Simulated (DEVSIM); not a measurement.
Structure: Al/AlN/p-GaAs capacitor, at 250 K.

| layer (left to right) | material | thickness (nm) | Na (cm⁻³) |
|---|---|---|---|
| 1 | AlN | 5.90 | - |
| 2 | GaAs | 6400 | 1e16 |

Metal gate on the left, work function 4.1 eV. Fixed charge at the semiconductor interface 0 cm⁻² (in units of +e); no interface traps.

The device is made up for the run: typed textbook-type constants, with dimensions and the other settings drawn at random. Values at 300 K; Nc and Nv go as T^1.5, mobilities as T to minus their exponent, the gap by Varshni's rule with the affinity fixed.

```tsv
parameter	AlN	GaAs
gap (eV)	6.1	1.424
affinity (eV)	1.9	4.07
permittivity	8.5	12.9
Nc (cm⁻³)	-	4.7e17
Nv (cm⁻³)	-	9e18
Varshni α (eV/K)	-	0.000541
Varshni β (K)	-	204
```

DEVSIM, 1D Poisson equation in equilibrium, Boltzmann statistics, complete ionisation; no quantum confinement or tunnelling. Metal contacts follow the ideal Schottky-Mott rule: no Fermi-level pinning, no interface dipoles.

### Question
Tabulate band edges, carrier densities and field at -0.5 V on the gate.

### Answer
Energies count from the Fermi level of the right contact; mesh points crowd at the junctions.

| x (μm) | Ec (eV) | Ev (eV) | n (cm⁻³) | p (cm⁻³) | field (V/cm) |
|---|---|---|---|---|---|
| 0.000 | 2.700 | -3.400 | < 1e2 | < 1e2 | 68000 |
| 0.001224 | 2.708 | -3.392 | < 1e2 | < 1e2 | 68000 |
| 0.003239 | 2.722 | -3.378 | < 1e2 | < 1e2 | 68000 |
| 0.005016 | 2.734 | -3.366 | < 1e2 | < 1e2 | 68000 |
| 0.006605 | 0.573 | -0.873 | 1000000 | < 1e2 | 45000 |
| 0.008946 | 0.584 | -0.863 | 610000 | < 1e2 | 44000 |
| 0.01423 | 0.607 | -0.839 | 210000 | < 1e2 | 44000 |
| 0.03377 | 0.689 | -0.757 | 4500 | 3800 | 41000 |
| 0.07021 | 0.829 | -0.617 | < 1e2 | 2500000 | 36000 |
| 0.1524 | 1.075 | -0.371 | < 1e2 | 2.3e11 | 24000 |
| 0.3493 | 1.298 | -0.148 | < 1e2 | 7.1e15 | 1800 |
| 1.024 | 1.306 | -0.141 | < 1e2 | 1.0e16 | ≈ 0 |
| 2.382 | 1.306 | -0.141 | < 1e2 | 1.0e16 | ≈ 0 |
| 4.482 | 1.306 | -0.141 | < 1e2 | 1.0e16 | ≈ 0 |
| 5.756 | 1.306 | -0.141 | < 1e2 | 1.0e16 | ≈ 0 |
| 6.128 | 1.306 | -0.141 | < 1e2 | 1.0e16 | ≈ 0 |
| 6.283 | 1.306 | -0.141 | < 1e2 | 1.0e16 | ≈ 0 |
| 6.352 | 1.306 | -0.141 | < 1e2 | 1.0e16 | ≈ 0 |
| 6.389 | 1.306 | -0.141 | < 1e2 | 1.0e16 | ≈ 0 |
| 6.399 | 1.306 | -0.141 | < 1e2 | 1.0e16 | ≈ 0 |
| 6.404 | 1.306 | -0.141 | < 1e2 | 1.0e16 | ≈ 0 |
| 6.406 | 1.306 | -0.141 | < 1e2 | 1.0e16 | ≈ 0 |
